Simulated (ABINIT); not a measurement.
# Worked example: self-consistent single point of Nb2AsC (P6_3/mmc, 8 atoms in the cell) in ABINIT

Level of theory: LDA (PW92), PAW (JTH v2.0 LDA PAW) (plane waves; ABINIT 10.0.3).

Input as run:

```
# Nb2AsC, JTH v2.0 LDA PAW
pp_dirpath "./"
pseudos "Nb.LDA_PW-JTH.xml, As.LDA_PW-JTH.xml, C.LDA_PW-JTH.xml"
acell 6.2839930870 6.2839930870 22.3339285149
rprim
         1.0000000000    0.0000000045    0.0000000000
        -0.5000000039    0.8660254015    0.0000000000
         0.0000000000    0.0000000000    1.0000000000
natom 8
ntypat 3
znucl 41 33 6
typat 1 1 1 1 2 2 3 3
xred
         0.3333333333    0.6666666667    0.4053300000
         0.6666666667    0.3333333333    0.5946700000
         0.6666666667    0.3333333333    0.9053300000
         0.3333333333    0.6666666667    0.0946700000
         0.6666666667    0.3333333333    0.2500000000
         0.3333333333    0.6666666667    0.7500000000
         0.0000000000    0.0000000000    0.5000000000
         0.0000000000    0.0000000000    0.0000000000
ecut 571 eV
pawecutdg 1143 eV
pawxcdev 0
ixc 7
occopt 3
tsmear 0.00367493
nband 57
kptopt 1
ngkpt 8 8 2
nshiftk 1
shiftk 0 0 0
nstep 60
toldfe 1.0e-09
prtwf 0
prtden 0
enunit 1
```

Output, abridged:

```
 Symmetries : space group P6_3/m m c (#194); Bravais hP (primitive hexag.)

 -outvars: echo values of preprocessed input variables --------
            acell      6.2839930870E+00  6.2839930870E+00  2.2333928515E+01 Bohr
             ecut      2.09838648E+01 Hartree
           enunit           1
              ixc           7
         kptrlatt        8    0    0      0    8    0      0    0    2
          kptrlen      4.46678570E+01
            natom           8
            nband          57
            ngfft          27      27      96
          ngfftdg          40      40     135
             nkpt          20
            nstep          60
             nsym          24
           ntypat           3
           occopt           3
        pawecutdg      4.20044789E+01 Hartree
         pawxcdev           0
            rprim      1.0000000000E+00  4.5000000000E-09  0.0000000000E+00
                      -5.0000000390E-01  8.6602540150E-01  0.0000000000E+00
                       0.0000000000E+00  0.0000000000E+00  1.0000000000E+00
          spgroup         194
           toldfe      1.00000000E-09 Hartree
           tsmear      3.67493000E-03 Hartree
            typat      1  1  1  1  2  2  3  3
           useylm           1
             xred      3.3333333333E-01  6.6666666667E-01  4.0533000000E-01
                       6.6666666667E-01  3.3333333333E-01  5.9467000000E-01
                       6.6666666667E-01  3.3333333333E-01  9.0533000000E-01
                       3.3333333333E-01  6.6666666667E-01  9.4670000000E-02
                       6.6666666667E-01  3.3333333333E-01  2.5000000000E-01
                       3.3333333333E-01  6.6666666667E-01  7.5000000000E-01
                       1.8503717077E-17  1.8503717077E-17  5.0000000000E-01
                       1.8503717077E-17  1.8503717077E-17  0.0000000000E+00
            znucl       41.00000   33.00000    6.00000

== DATASET  1 ==================================================================

 Exchange-correlation functional for the present dataset will be:
  LDA: Perdew-Wang 92 LSD fit to Ceperley-Alder data - ixc=7
 Citation for XC functional:
  J.P.Perdew and Y.Wang, PRB 45, 13244 (1992)

 Real(R)+Recip(G) space primitive vectors, cartesian coordinates (Bohr,Bohr^-1):
 R(1)=  6.2839931  0.0000000  0.0000000  G(1)=  0.1591345  0.0918763  0.0000000
 R(2)= -3.1419966  5.4420976  0.0000000  G(2)= -0.0000000  0.1837527  0.0000000
 R(3)=  0.0000000  0.0000000 22.3339285  G(3)=  0.0000000  0.0000000  0.0447749
 Unit cell volume ucvol=  7.6377801E+02 bohr^3
 Angles (23,13,12)=  9.00000000E+01  9.00000000E+01  1.20000000E+02 degrees

 Coarse grid specifications (used for wave-functions):

 getcut: wavevector=  0.0000  0.0000  0.0000  ngfft=  27  27  96
         ecut(hartree)=     20.984   => boxcut(ratio)=   2.00843

 Fine grid specifications (used for densities):

 getcut: wavevector=  0.0000  0.0000  0.0000  ngfft=  40  40 135
         ecut(hartree)=     42.004   => boxcut(ratio)=   2.05649

   1.03407684E+04                                ecore*ucvol(ha*bohr**3)

_setup2: Arith. and geom. avg. npw (full set) are    3507.211    3507.163

--- !BeginCycle
solver: {iscf: 17, nstep: 60, nline: 4, wfoptalg: 10, }
tolerances: {toldfe: 1.00E-09, }
...

     iter   Etot(hartree)      deltaE(h)  residm     nres2
 ETOT  1  -467.46900416688    -4.675E+02 4.282E+00 8.332E+01
 ETOT  2  -470.94549184431    -3.476E+00 3.314E-02 2.588E+01
 ETOT  3  -470.91398118312     3.151E-02 1.853E-02 3.877E+00
 ETOT  4  -470.91176381225     2.217E-03 3.849E-03 5.203E-01
 ETOT  5  -470.91057659380     1.187E-03 3.091E-03 8.541E-03
 ETOT  6  -470.91060150542    -2.491E-05 1.587E-03 2.914E-03
 ETOT  7  -470.91059903537     2.470E-06 1.497E-03 2.559E-05
 ETOT  8  -470.91059910696    -7.159E-08 8.977E-04 3.910E-06
 ETOT  9  -470.91059911311    -6.150E-09 6.251E-04 9.832E-07
 ETOT 10  -470.91059911159     1.519E-09 4.841E-04 1.052E-08
 ETOT 11  -470.91059911167    -7.128E-11 5.028E-04 4.965E-09
 ETOT 12  -470.91059911166     1.876E-12 3.006E-04 3.469E-10

 At SCF step   12, etot is converged :
  for the second time, diff in etot=  1.876E-12 < toldfe=  1.000E-09

 Cartesian components of stress tensor (hartree/bohr^3)
  sigma(1 1)=  2.30371376E-04  sigma(3 2)=  0.00000000E+00
  sigma(2 2)=  2.30371377E-04  sigma(3 1)=  0.00000000E+00
  sigma(3 3)=  1.58302997E-04  sigma(2 1)=  5.98341911E-14

 ----iterations are completed or convergence reached----

 reduced coordinates (array xred) for    8 atoms
       0.333333333333      0.666666666667      0.405330000000
       0.666666666667      0.333333333333      0.594670000000
       0.666666666667      0.333333333333      0.905330000000
       0.333333333333      0.666666666667      0.094670000000
       0.666666666667      0.333333333333      0.250000000000
       0.333333333333      0.666666666667      0.750000000000
       0.000000000000      0.000000000000      0.500000000000
       0.000000000000      0.000000000000      0.000000000000
 cartesian forces (eV/Angstrom) at end:
    1      0.00000000000000     0.00000000000000     0.18463366529540
    2      0.00000000000000     0.00000000000000    -0.18463366529540
    3      0.00000000000000    -0.00000000000000     0.18463366529540
    4      0.00000000000000     0.00000000000000    -0.18463366529540
    5     -0.00000000000000     0.00000000000000     0.00000000000000
    6      0.00000000000000    -0.00000000000000    -0.00000000000000
    7      0.00000000000000     0.00000000000000    -0.00000000000000
    8      0.00000000000000     0.00000000000000    -0.00000000000000
 frms,max,avg= 7.5376378E-02 1.8463367E-01   0.000E+00  0.000E+00  0.000E+00 e/A
 length scales=  6.283993087000  6.283993087000 22.333928514900 bohr
              =  3.325345920578  3.325345920578 11.818605948363 angstroms
 Fermi (or HOMO) energy (eV) =  13.23960   Average Vxc (eV)= -12.44982
 Eigenvalues (   eV  ) for nkpt=  20  k points:
 kpt#   1, nband= 57, wtk=  0.00781, kpt=  0.0000  0.0000  0.0000 (reduced coord)
 -42.23550  -42.23253  -42.11603  -42.11291  -22.62087  -22.62087  -22.62085  -22.62085
 -22.60511  -22.60511  -22.60505  -22.60505  -22.58825  -22.58822  -18.79937  -18.73555
 -18.20716  -18.20716  -18.20146  -18.20146  -18.17847  -18.10679  -18.08391  -18.08391
 -18.07823  -18.07823   -0.37892    0.23776    1.34602    2.43966    6.01375    7.25918
   8.25723    8.25723    8.44997    8.44997    9.37698   11.30014   11.62127   11.62127
  11.97899   11.97899   12.00325   12.00325   12.20326   13.42711   13.49437   13.49437
  14.19392   14.19392   14.61974   14.61974   15.02483   15.07079   15.07079   15.76060
  17.27891
 prteigrs : prtvol=0 or 1, do not print more k-points.

--- !EnergyTerms
comment             : Components of total free energy in Hartree
kinetic             :  6.69985312333440E+01
hartree             :  9.41910729590442E+01
xc                  : -3.48663607530146E+01
Ewald energy        : -3.43714823192837E+02
psp_core            :  1.35389710795145E+01
local_psp           : -3.23362635081831E+02
spherical_terms     :  5.63086150666804E+01
internal            : -4.70906628689099E+02
'-kT*entropy'       : -3.96430503197062E-03
total_energy        : -4.70910592994131E+02
total_energy_eV     : -1.28141289097035E+04
...

-Cartesian components of stress tensor (GPa)         [Pressure= -6.0710E+00 GPa]
- sigma(1 1)=  6.77775874E+00  sigma(3 2)=  0.00000000E+00
- sigma(2 2)=  6.77775879E+00  sigma(3 1)=  0.00000000E+00
- sigma(3 3)=  4.65743418E+00  sigma(2 1)=  1.76038238E-09

 Calculation completed.
```

The run converged in 12 iterations.

The starting cell comes from a database of computed structures (which also holds hypothetical and non-ambient phases and stackings), without a prior relaxation at this level. Its lattice was rescaled by a random factor within 2.5 % of one. Spin polarisation is off. With a pressure of about -6 GPa the cell is away from its equilibrium volume at this level.

Cost on one core of a shared machine: roughly 3 min.
